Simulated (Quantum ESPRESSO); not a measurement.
A user runs Quantum ESPRESSO on BaSb₁₂Ru₄ (Im-3, 17 atoms in the cell) and asks whether the run is sound. The aim is a self-consistent single point with DFT, LDA (PZ), plane waves, PSlibrary ultrasoft (LDA) pseudopotentials.

Cell that was meant: a = 8.1240 Å, b = 8.1240 Å, c = 8.1240 Å, α = 70.53°, β = 109.47°, γ = 70.53°.

Part of the input:

```fortran
/
&system
 ibrav = 3
 celldm(1) = 9.380759220
 nat = 17
 ntyp = 3
 ecutwfc = 60
```

Output (repeated stretches shortened):

```
     file Ba.pz-spn-rrkjus_psl.1.0.0.UPF: wavefunction(s)  5S 6S renormalized
   [... lines left out ...]
        k(    2) = (   0.0000000  -0.3333333   0.3333333), wk =   0.8888889
        k(    3) = (  -0.3333333   0.6666667  -0.3333333), wk =   0.5925926
        k(    4) = (   0.0000000   0.0000000   0.6666667), wk =   0.4444444

     Dense  grid:    60263 G-vectors     FFT dimensions: (  54,  54,  54)

     Smooth grid:    25939 G-vectors     FFT dimensions: (  45,  45,  45)

     Initial potential from superposition of free atoms

     starting charge     133.9774, renormalised to     134.0000
     Self-consistent Calculation

     iteration #  1     ecut=    60.00 Ry     beta= 0.50

     total energy              =    -899.42862085 Ry
     estimated scf accuracy    <      17.72759854 Ry

     iteration #  2     ecut=    60.00 Ry     beta= 0.50

     total energy              =    -901.93934862 Ry
     estimated scf accuracy    <       3.55815655 Ry

     iteration #  3     ecut=    60.00 Ry     beta= 0.50

     total energy              =    -902.52419610 Ry
     estimated scf accuracy    <       0.98230282 Ry

   [... 7 blocks of this kind left out ...]

     iteration # 11     ecut=    60.00 Ry     beta= 0.50

     total energy              =    -902.68334557 Ry
     estimated scf accuracy    <       0.00000002 Ry

     iteration # 12     ecut=    60.00 Ry     beta= 0.50
     End of self-consistent calculation

     the Fermi energy is    84.6541 ev

!    total energy              =    -902.68334557 Ry
     estimated scf accuracy    <          1.6E-10 Ry
     smearing contrib. (-TS)   =       0.00324742 Ry
     internal energy E=F+TS    =    -902.68659299 Ry

     convergence has been achieved in  12 iterations

     Forces acting on atoms (cartesian axes, Ry/au):

     atom    1 type  1   force =     0.00000000   -0.00000000    0.00000000
     atom    2 type  2   force =     2.29125334    0.00000000   -3.27277820
     atom    3 type  2   force =    -2.29125334    0.00000000    3.27277820
     atom    4 type  2   force =     2.29125334    0.00000000    3.27277820
   [... lines left out ...]

     Total force =    13.839474     Total SCF correction =     0.000009

          total   stress  (Ry/bohr**3)                   (kbar)     P=   127456.02
   0.86642839   0.00000000   0.00000000       127456.02        0.00        0.00
   0.00000000   0.86642839   0.00000000            0.00   127456.02        0.00
   0.00000000   0.00000000   0.86642839            0.00        0.00   127456.02

   JOB DONE.
```

### Question
Is this run sound? If not, what is wrong?

### Answer
The run is not sound. The fault is this: cell lengths typed in angstrom where bohr is read. 1 bohr is 0.529 Å, so a mix-up scales every length by 1.89 or 0.529 and the volume by 6.75 or 0.148. To fix it, give the lengths in the unit that the key or card expects. The run converged in 12 iterations without an error; against the sound input the free energy goes up by 152 eV/atom, the pressure goes from -4.56 to 12750 GPa and the largest force goes from 0.187 to 102.7 eV/Å. The full log also holds: “c_bands:  1 eigenvalues not converged”.

The sound input it was made from differs as follows (other fixes are possible):
```diff
- celldm(1) = 9.380759220
+ A = 9.380760000
```

With that input, the run converged in 18 iterations: free energy E − TS -14863.8296 eV; Fermi level (on the code's own zero) 9.20 eV; pressure -4.56 GPa; largest force (vector length) 0.187 eV/Å (DFT, LDA (PZ), plane waves, PSlibrary ultrasoft (LDA) pseudopotentials).

On the sound input: the starting cell comes from a database of computed structures (which also holds hypothetical and non-ambient phases and stackings), without a prior relaxation at this level. Spin-orbit coupling is off. Spin polarisation is off. With a pressure of about -5 GPa the cell is away from its equilibrium volume at this level.
